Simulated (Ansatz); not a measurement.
**Carrier doping in hypothetical P4_2/mnm InP**

Start from InP (space group P4_2/mnm, No. 136; a = 7.277 Å, c = 4.216 Å; a hypothetical phase, not in the database extracts checked).

Carriers are added at fixed cell with a uniform background; the Fermi–Dirac width is that of 300 K.

Level of theory: PBE (Ansatz, an electronic-structure program, PAW, scalar-relativistic without spin-orbit coupling).

Notes on the quantities. Fermi level from band edge: Fermi level relative to the doped band's edge (positive inside the band; to 0.05 eV).

| case | Fermi level from band edge | gap between the host's bands | largest internal atomic displacement |
|---|---|---|---|
| undoped | – | 0.58 eV | – |
| electrons 2.0×10^21 cm⁻³ | +1.15 eV | 0.56 eV | 0.012 Å |
| electrons 5.0×10^21 cm⁻³ | +1.35 eV | 0.53 eV | 0.028 Å |
| electrons 7.0×10^21 cm⁻³ | +1.45 eV | 0.52 eV | 0.040 Å |
| electrons 1.0×10^22 cm⁻³ | +1.55 eV | 0.49 eV | 0.067 Å |
| holes 2.0×10^21 cm⁻³ | +0.30 eV | 0.61 eV | – |
| holes 5.0×10^21 cm⁻³ | +0.55 eV | 0.67 eV | 0.024 Å |
| holes 7.0×10^21 cm⁻³ | +0.60 eV | 0.70 eV | 0.040 Å |
| holes 1.0×10^22 cm⁻³ | +0.75 eV | 0.73 eV | 0.083 Å |

Carriers are added with a uniform compensating background; total energy and stress of such cells depend on the potential's zero and are not compared; many-body gap narrowing is missing at this level. Stability against distortions was not tested.
